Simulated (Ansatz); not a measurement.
Formation energy of the localised charge states of Ga vacancy + O vacancy (V_Ga+V_O) in metastable alpha Ga2O3 (start: the Ga site; O 1.95 Å away; 120-site cell, 2×2×2 Γ-centred sampling) against the Fermi level, Ga-rich (Δμ(Ga) = 0.00 eV, Δμ(O) = -2.99 eV; only phases computed here count, gases as isolated molecules at 0 K). Calculation: PBE, PAW (plane waves to 420 eV; Ansatz, an electronic-structure program).

Charges from +1 to −1 were run; one beyond them could lie lower near a band edge.

Cell and caveats: 120-site cell; 2×2×2 Γ-centred k-points; host gap 2.40 eV; charged states image-corrected; not converged in cell size; flagged in the runs: a host whose relaxation on this sampling wasn't shown to rest.

```csv
E_F − E_VBM (eV),q = +1,q = 0,q = −1
0.00,4.77,4.96,5.48
0.30,5.07,4.96,5.18
0.60,5.37,4.96,4.88
0.90,5.67,4.96,4.58
1.20,5.97,4.96,4.28
1.50,6.27,4.96,3.98
1.80,6.57,4.96,3.68
2.10,6.87,4.96,3.38
2.40,7.17,4.96,3.08
```

Crossings of the lowest lines: (+1/0) at 0.19 eV; (0/−1) at 0.52 eV.
